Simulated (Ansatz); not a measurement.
## A computed series for MgS: response to strain

Base system: MgS in the rock salt structure (space group Fm-3m, No. 225; a = 5.1292 Å).

Strains are applied to the cell and any free atomic positions relax.

Calculations: plane-wave PAW DFT at the LDA level (Ansatz, a program for electronic structure, 420 eV), spin-orbit coupling left out.

Notes on the quantities. hole mass: degenerate bands, along [100]; energy relative to the base: free energy F.

```tsv
change	band gap	hole mass	energy relative to the base	width of the top valence band	volume per atom
base	2.65 eV	0.25, 0.89, 0.89 mₑ (at Γ)	0 meV/atom	2.54 eV	16.87 Å³
isotropic strain −2.50 %	2.80 eV	0.26, 0.82, 0.82 mₑ (at Γ)	+27 meV/atom	2.77 eV	15.63 Å³
isotropic strain −2.00 %	2.77 eV	0.26, 0.83, 0.83 mₑ (at Γ)	+17 meV/atom	2.72 eV	15.88 Å³
isotropic strain −1.50 %	2.74 eV	0.26, 0.85, 0.85 mₑ (at Γ)	+9.3 meV/atom	2.67 eV	16.12 Å³
isotropic strain −1.00 %	2.71 eV	0.25, 0.87, 0.87 mₑ (at Γ)	+4.1 meV/atom	2.63 eV	16.37 Å³
isotropic strain −0.50 %	2.68 eV	0.25, 0.87, 0.87 mₑ (at Γ)	+1.0 meV/atom	2.58 eV	16.62 Å³
isotropic strain +0.50 %	2.62 eV	0.24, 0.90, 0.90 mₑ (at Γ)	+1.0 meV/atom	2.49 eV	17.12 Å³
isotropic strain +1.50 %	2.56 eV	0.24, 0.93, 0.93 mₑ (at Γ)	+8.5 meV/atom	2.41 eV	17.64 Å³
isotropic strain +2.50 %	2.50 eV	0.23, 0.96, 0.96 mₑ (at Γ)	+23 meV/atom	2.33 eV	18.17 Å³
isotropic strain +3.00 %	2.46 eV	0.23, 0.98, 0.98 mₑ (at Γ)	+32 meV/atom	2.29 eV	18.43 Å³
```

Effective masses come from finite differences of ±0.01 Å⁻¹. Stability against distortions was not tested.
